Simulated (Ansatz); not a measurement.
Take LiNbO3 (space group R3c, No. 161) as the base.

```xyz
10
Lattice="2.5949 1.4982 4.6715 -2.5949 1.4982 4.6715 0.0000 -2.9964 4.6715" Properties=species:S:1:pos:R:3 pbc="T T T"
Li     0.0000     0.0000     3.9344
Li     0.0000     0.0000    10.9417
Nb     0.0000     0.0000    14.0075
Nb     0.0000     0.0000     7.0003
O     -0.6422    -1.4587     5.5444
O      1.5844     0.1732     5.5444
O     -0.9421     1.2855     5.5444
O     -1.6528    -0.2127     7.8802
O      0.6422     1.5377     7.8802
O      1.0106    -1.3250     7.8802
```

Cartesian axes are those of the cell as printed.

The values are results of PBE, PAW, 420 eV (Ansatz, a quantum-chemistry and plane-wave program; scalar-relativistic without spin-orbit coupling), not measurements.

For the base:

The volume per atom comes out as 10.90 Å³.

Perturbation: tensile biaxial strain of 3.00 % in the plane normal to [001], as in epitaxy on a mismatched substrate; the out-of-plane cell vector and the atoms relax.

Estimate the effect on the energy relative to the base, volume per atom and in-plane stress.

The energy grows by 12 meV/atom; the volume per atom goes up by 0.498 Å³, from 10.90 Å³ to 11.39 Å³; the mean in-plane stress (compression positive) is -5.3 GPa.

No phonon test of stability was made.
